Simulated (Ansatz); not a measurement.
How far to go with shifted k-point meshes: MnTlF3 (Cm, 5 atoms in the cell)

```xyz
5
Lattice="2.9803 -2.9801 0.0000 2.9803 2.9801 0.0000 -0.0018 0.0000 4.2125" Properties=species:S:1:pos:R:3 pbc="T T T"
Mn     2.9661     0.0000     2.1061
Tl     5.9321     0.0000     4.1733
F      4.4565    -1.4917     2.0491
F      4.4565     1.4917     2.0491
F      2.9831     0.0000     4.1606
```
Moments meant for the start (each program seeds them in its own way; μB, in the order of the atoms Mn Tl F F F): 4.0 0.0 0.0 0.0 0.0.

Method: LDA (PW92), default PAW files made with PBE (plane waves; Ansatz, a quantum-chemistry and plane-wave program).

Base settings: basis.ecutwfc = 420 eV; kpoints.mp_grid.grid = 5 5 5; hamiltonian.xc = lda; hamiltonian.pseudopotentials = {kind: paw} (the program's default PAW files); magnetization.spin_polarized = true; scf.occupations.method = fermi_dirac; scf.occupations.width = 0.02 eV.

In this ladder: kpoints.mp_grid.shift = 0.5 0.5 0.5.

Only quantities that move along the ladder and can be compared are tabulated.

The count of work is k-points × plane waves × bands × iterations; it is no time. Core times come from one kind of shared machine, to one figure; runs under 30 s give none.

The starting cell comes from a database of computed structures (which also holds hypothetical and non-ambient phases and stackings), without a prior relaxation at this level. Its lattice was rescaled by up to half a per cent. One atom was moved a little off its site on purpose. With one magnetic atom in the cell only a parallel order is possible. In the base run, with a pressure of about -4 GPa the cell is away from its equilibrium volume at this level. Ansatz's pressure includes its estimate of the finite-basis (Pulay) stress.

Steps (kpoints.mp_grid.grid): 2 2 2; 3 3 3; 4 4 4; 5 5 5; 6 6 6; 7 7 7; 8 8 8; 9 9 9; 10 10 10; 13 13 13; 14 14 14.

Problem. What is the coarsest kpoints.mp_grid.grid that holds the free energy within 2 meV/atom of the last step, with all finer ones?

Solution. 3 3 3, at 0.014 of the last step's count of work; the step before is off by 5.1 meV/atom.

Problem. What is the coarsest kpoints.mp_grid.grid that holds the pressure within 0.05 GPa of the last step, with all finer ones?

Solution. 3 3 3, at 0.014 of the last step's count of work; the step before is off by 0.07 GPa.

Problem. What is the coarsest kpoints.mp_grid.grid that holds the forces within 0.01 eV/Å of the last step, with all finer ones?

Solution. 3 3 3, at 0.014 of the last step's count of work; the step before is off by 0.032 eV/Å.

```csv
kpoints.mp_grid.grid,free energy less the last step's (meV/atom),pressure (GPa),largest difference of a force vector from the last step's (eV/Å),count of work / last,core time / last (rough)
2 2 2,5.06,-3.80,0.032,0.0037,–
3 3 3,-0.81,-3.90,0.003,0.014,–
4 4 4,0.00,-3.86,0.000,0.025,–
5 5 5,-0.08,-3.87,0.000,0.049,–
6 6 6,-0.04,-3.87,0.000,0.086,0.09
7 7 7,-0.01,-3.87,0.000,0.14,0.2
8 8 8,-0.01,-3.87,0.000,0.20,0.2
9 9 9,-0.01,-3.87,0.000,0.28,0.3
10 10 10,0.00,-3.87,0.000,0.37,0.4
13 13 13,0.00,-3.87,0.000,0.81,0.8
14 14 14,0.00,-3.87,0.000,1.0,1
```

Left out of this page: 1 run of the series stopped by limits of time or memory.

Keys are those of Ansatz 0.2.
